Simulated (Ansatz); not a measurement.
A computed series for MgS: response to strain

Take MgS in the rock salt structure (space group Fm-3m, No. 225) as the base.

```yaml
crystal:
  lattice:
    - [0.00000, 2.59100, 2.59100]
    - [2.59100, 0.00000, 2.59100]
    - [2.59100, 2.59100, 0.00000]
  atoms:
    - { symbol: Mg, position: [0.00000, 0.00000, 0.00000] }
    - { symbol: S, position: [0.50000, 0.50000, 0.50000] }
```

Cartesian axes are those of the cell as printed.

Strains are applied to the cell and any free atomic positions relax.

Computed with PBEsol, PAW, 420 eV (Ansatz, a program for electronic structure; spin-orbit coupling left out).

Notes on the quantities. energy relative to the base: free energy F.

```json
[
 {"variant": "base", "band gap": "2.73 eV", "smallest direct gap": "3.69 eV", "energy relative to the base": "0 meV/atom"},
 {"variant": "tensor shear ε_xy = +0.29 %", "band gap": "2.70 eV", "smallest direct gap": "3.66 eV", "energy relative to the base": "+0.1 meV/atom"},
 {"variant": "tensor shear ε_xy = +0.86 %", "band gap": "2.63 eV", "smallest direct gap": "3.60 eV", "energy relative to the base": "+0.9 meV/atom"},
 {"variant": "tensor shear ε_xy = +0.57 %", "band gap": "[?]", "smallest direct gap": "[?]", "energy relative to the base": "[?]"},
 {"variant": "tensor shear ε_xy = +2.00 %", "band gap": "2.47 eV", "smallest direct gap": "3.47 eV", "energy relative to the base": "+4.7 meV/atom"},
 {"variant": "tensor shear ε_xy = +1.14 %", "band gap": "2.60 eV", "smallest direct gap": "3.57 eV", "energy relative to the base": "+1.5 meV/atom"},
 {"variant": "tensor shear ε_xy = +1.43 %", "band gap": "2.56 eV", "smallest direct gap": "3.54 eV", "energy relative to the base": "+2.4 meV/atom"},
 {"variant": "tensor shear ε_xy = +1.71 %", "band gap": "2.52 eV", "smallest direct gap": "3.51 eV", "energy relative to the base": "+3.4 meV/atom"}
]
```

Q: Some entries are withheld; estimate them.

A: 
- tensor shear ε_xy = +0.57 %, band gap: 2.67 eV
- tensor shear ε_xy = +0.57 %, smallest direct gap: 3.63 eV
- tensor shear ε_xy = +0.57 %, energy relative to the base: +0.4 meV/atom

No phonon test of stability was made.
